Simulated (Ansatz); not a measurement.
**Cubic perovskite CsPbBr3 (cubic high-temperature phase)**

All values below come from PBE-D3(BJ) (PAW; Ansatz, a first-principles code).

Settings: plane-wave cutoff 520 eV, 6×6×6 k mesh, Fermi–Dirac smearing 0.01 eV, scalar-relativistic PAW data made under PBE.

Cell (relaxed at this level):

```
CsPbBr3
1.0
    5.92296     0.00000     0.00000
    0.00000     5.92296     0.00000
    0.00000     0.00000     5.92296
Cs Pb Br
1 1 3
Direct
  0.00000   0.00000   0.00000
  0.50000   0.50000   0.50000
  0.50000   0.00000   0.50000
  0.00000   0.50000   0.50000
  0.50000   0.50000   0.00000
```

* **bulk modulus B0**: 20.8 GPa
* **band gap**: 1.64 eV
* **direct gap at Γ**: 5.01 eV
* **pressure derivative B′ of the bulk modulus**: 4.7

Note: the relaxation could not lower the start's symmetry, so the cell can be a saddle point above a distorted one.

Spin–orbit coupling is not included; with these elements it can move the gap by several tenths of an eV or more.

Computed values are for the static lattice.
